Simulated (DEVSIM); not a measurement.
Structure: Schottky contact on n-type Si, at 250 K.

| layer (left to right) | material | thickness (μm) | Nd (cm⁻³) | τn (s) | τp (s) |
|---|---|---|---|---|---|
| 1 | Si | 6.00 | 1.4e17 | 7e-6 | 7e-6 |

Left contact: Schottky, work function 4.71 eV, emission velocity 4.6e6 cm/s. Right contact: ohmic. Voltage is applied to the left contact. Recombination: SRH at mid-gap, radiative, Auger. Gap narrowing is on: ΔEg = 6.92 meV × (l + √(l² + 0.5)), l = ln(N/1.3e17 cm⁻³), shared equally by both band edges. Mobility is μmin + (μ − μmin)/(1 + (N/Nref)^α).

The device is made up for the run: typed textbook-type constants, with dimensions and the other settings drawn at random. Values at 300 K; Nc and Nv go as T^1.5, mobilities as T to minus their exponent, the gap by Varshni's rule with the affinity fixed.

| parameter | Si |
|---|---|
| gap (eV) | 1.124 |
| affinity (eV) | 4.05 |
| permittivity | 11.7 |
| Nc (cm⁻³) | 2.86e19 |
| Nv (cm⁻³) | 3.1e19 |
| μn (cm²/Vs) | 1417 |
| μp (cm²/Vs) | 470 |
| μn,min | 52 |
| μp,min | 45 |
| Nref,n | 9.7e16 |
| Nref,p | 2.2e17 |
| αn | 0.68 |
| αp | 0.72 |
| T exponent of μn | 2.3 |
| T exponent of μp | 2.2 |
| B (cm³/s) | 4.7e-15 |
| Cn (cm⁶/s) | 2.8e-31 |
| Cp (cm⁶/s) | 9.9e-32 |
| Varshni α (eV/K) | 0.000473 |
| Varshni β (K) | 636 |

Simulated with DEVSIM: 1D drift-diffusion, Boltzmann statistics, complete ionisation; no tunnelling, impact ionisation, image-force lowering or self-heating. Metal contacts follow the ideal Schottky-Mott rule: no Fermi-level pinning, no interface dipoles.

Base results: largest field in the device at zero bias (V/cm) 150000; potential step across the device at zero bias (V) 0.549; dark forward voltage at 100 A/cm² (V) 0.404.

Q: What follows from this one change: metal work function 4.71 → 4.56 eV?

A: largest field in the device at zero bias 150000 → 130000 V/cm; potential step across the device at zero bias 0.549 → 0.399 V; dark forward voltage at 100 A/cm² 0.404 → 0.254 V.

Q: What follows from this one change: metal work function 4.71 → 4.86 eV?

A: largest field in the device at zero bias 150000 → 170000 V/cm; potential step across the device at zero bias 0.549 → 0.699 V; dark forward voltage at 100 A/cm² 0.404 → 0.554 V.

Q: What follows from this one change: doping Nd of layer 1 1.4e+17 → 4.2e+15 cm^-3?

A: largest field in the device at zero bias 150000 → 24000 V/cm; potential step across the device at zero bias 0.549 → 0.475 V; dark forward voltage at 100 A/cm² 0.404 → 0.455 V.

Q: What follows from this one change: thickness of layer 1 6 → 18 μm?

A: largest field in the device at zero bias little changed (150000 V/cm); potential step across the device at zero bias little changed (0.549 V); dark forward voltage at 100 A/cm² 0.404 → 0.411 V.

Q: What follows from this one change: temperature 250 → 500 K?

A: largest field in the device at zero bias 150000 → 120000 V/cm; potential step across the device at zero bias 0.549 → 0.395 V; dark forward voltage at 100 A/cm² 0.404 → 0.122 V.
